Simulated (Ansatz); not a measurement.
The reference is SiO$_{2}$ in the rutile structure (space group P4_2/mnm, No. 136).

```
SiO2
1.0
    4.15488     0.00000     0.00000
    0.00000     4.15488     0.00000
    0.00000     0.00000     2.66145
Si O
2 4
Direct
  0.00000   0.00000   0.00000
  0.50000   0.50000   0.50000
  0.30558   0.30558   0.00000
  0.80558   0.19442   0.50000
  0.19442   0.80558   0.50000
  0.69442   0.69442   0.00000
```

Cartesian axes are those of the cell as printed.

The values are results of DFT with LDA, PAW potentials and a 420 eV plane-wave cutoff in Ansatz (a quantum-chemistry and plane-wave program), without spin-orbit coupling, not measurements.

Now apply this change: every lattice vector is shortened by 2.40 %; the atoms relax in the strained cell.

### Question
Predict the stress tensor and what it implies for the stiffness.

### Answer
Stress of the strained cell less that of the base (GPa, compression positive):
```
  25.18    0.00    0.00
   0.00   25.18    0.00
   0.00    0.00   31.22
```

Then B = −ΔP/(ΔV/V₀) with ΔV/V₀ = -0.0703 gives secant stiffness values (nonlinear terms included at this strain): B (at held cell shape, above the free-shape value) ≈ 387 GPa.

As a check, the harmonic strain energy −½ V₀ Δσ:ε is 47 meV/atom; the computed energy rise is 43 meV/atom.

No phonon test of stability was made.
